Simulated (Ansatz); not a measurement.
Start from AlN in the wurtzite structure (space group P6_3mc, No. 186; a = 3.107 Å, c = 4.978 Å). Axes: x lies along a and z along c of the hexagonal cell.

Calculations: plane-wave PAW DFT at the r2SCAN level (Ansatz, a program for electronic structure, 500 eV), no spin-orbit coupling.

Base values:

* **Band gap**: 4.88 eV
* **Smallest direct gap**: 4.88 eV
* **Shortest interatomic distance**: 3.568 bohr

Now apply this change: a free-standing slab of 1 layer (4 atoms, 4 a layer) is cut normal to the y axis, with 15 Å of vacuum and the in-plane cell held at bulk.

Problem. What happens to the band gap?

Solution. The band gap falls by 1.25 eV, from 4.88 eV to 3.63 eV.

Problem. Predict the new gap character.

Solution. The gap character comes out as indirect, Γ–X (69 % along) → Γ.

Problem. Predict the new smallest direct gap.

Solution. The smallest direct gap falls by 1.09 eV to 3.79 eV.

Problem. What happens to the shortest interatomic distance?

Solution. The shortest interatomic distance decreases by 0.246 bohr to 3.322 bohr.

No phonon test of stability was made. k-point labels follow each cell's own Brillouin zone.
